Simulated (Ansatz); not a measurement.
BP (F-43m), PBE with spin-orbit coupling, rigid bands in Ansatz (a program for electronic structure): Condition of this run: functional PBE, cell relaxed with it. band gap 1.24 eV, N_c = 4.12e19 cm⁻³ and N_v = 2.48e19 cm⁻³ at 300 K, conductivity masses of 0.333 mₑ (electrons) and 0.424 mₑ (holes). Take k_BT = 0.02585 eV.

Question: A film of it is 8 nm thick. Estimate the confinement energies in an infinite well.

Answer: ħ²π²/(2m t²) = 0.376 eV·nm²/(m/mₑ × t²) gives 17.6 meV for electrons and 13.9 meV for holes, so the gap would widen to about 1.27 eV. Finite barriers and nonparabolic bands lower this, and with several valleys or bands the heaviest mass along the normal sets the lowest level, not this average.

Question: What thermal injection velocity √(2k_BT/πm) limits a ballistic channel?

Answer: 9.32e6 cm/s for electrons and 8.26e6 cm/s for holes, a ratio of √(m_h/m_e) = 1.13, for dilute carriers.

Question: Find the intrinsic carrier density and the intrinsic Fermi level.

Answer: n_i = √(N_c N_v) exp(−E_g/2k_BT) = 3.20e19 × exp(−23.98) = 1.2e9 cm⁻³. The level lies (k_BT/2) ln(N_v/N_c) = -7 meV from mid-gap (positive towards the conduction band). Each 0.1 eV added to the gap lowers n_i by a factor of 6.9.

Rigid, parabolic bands with the computed gap; masses take one relaxation time for all states.
